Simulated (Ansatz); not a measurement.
The starting structures come from a database of crystals and need not be the phases stable at ambient conditions.

 Where the default PAW files enter, the runs use the earlier of Ansatz's two default sets.

Inside the gap of an insulator the Bloch states are evanescent, with a wavenumber k + iκ along the transport direction.

Consider the following.

```yaml
crystal:
  lattice:
    - [6.29139, 0.00000, 0.00000]
    - [0.00000, 6.51600, 0.00000]
    - [2.09713, -3.25800, 1.88101]
  atoms:
    - { symbol: La, position: [0.50000, 0.00000, 0.00000] }
    - { symbol: Al, position: [0.00000, 0.00000, 0.00000] }
    - { symbol: H, position: [0.06005, 0.64812, 0.29624] }
    - { symbol: H, position: [0.93995, 0.35188, 0.70376] }
    - { symbol: H, position: [0.70817, 0.00000, 0.35188] }
    - { symbol: H, position: [0.29183, 0.00000, 0.64812] }
    - { symbol: H, position: [0.70817, 0.35188, 0.35188] }
    - { symbol: H, position: [0.29183, 0.64812, 0.64812] }
```

Space group of this cell: R-3m. The cell is taken as given.

Transport runs along the normal of the first two printed cell vectors, the (100) plane of the conventional cell.

The gap is the functional's own. No spin-orbit coupling. Mid-gap values are interpolated on the energy grid.

Task: Compute, with r2SCAN in Ansatz (an electronic-structure program), the band gap and the smallest decay constant κ at mid-gap.

Result: Gap 2.96 eV on a 16×16×16 mesh; κ = 0.252 1/Å, at the zone centre.
